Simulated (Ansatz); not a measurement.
The reference is GaN in the zinc blende structure (space group F-43m, No. 216).

```
CELL_PARAMETERS angstrom
      0.00000     2.27425     2.27425
      2.27425     0.00000     2.27425
      2.27425     2.27425     0.00000
ATOMIC_POSITIONS crystal
  Ga 0.00000 0.00000 0.00000
  N  0.25000 0.25000 0.25000
```

All numbers come from PBE (Ansatz, a program for electronic structure; PAW; 420 eV plane waves; no SOC).

For the base:

- Electron mass: 0.14 mₑ (at Γ)
- Band gap: 1.54 eV
- Width of the top valence band: 3.50 eV

Perturbation: a hydrostatic pressure of 22.5 GPa.

Q: How does this affect the electron mass?

A: The electron mass goes from 0.14 mₑ (at Γ) to 0.19 mₑ (at Γ).

Q: Predict the new band gap.

A: The band gap grows by 0.664 eV (1.54 eV → 2.21 eV).

Q: How does this affect the width of the top valence band?

A: The width of the top valence band goes up by 0.53 eV, from 3.50 eV to 4.03 eV.

Load acts through the strain it causes; cell and atoms are relaxed under it. Masses are band curvatures over ±0.01 Å⁻¹ around the edge. Stability against distortions was not tested. Tetrahedral semiconductors of this kind turn to denser phases somewhere between about 1 and 50 GPa; those were not computed, so compressed cells here can lie past the real transition. This is not the structure that GaN has at room temperature and ambient pressure.
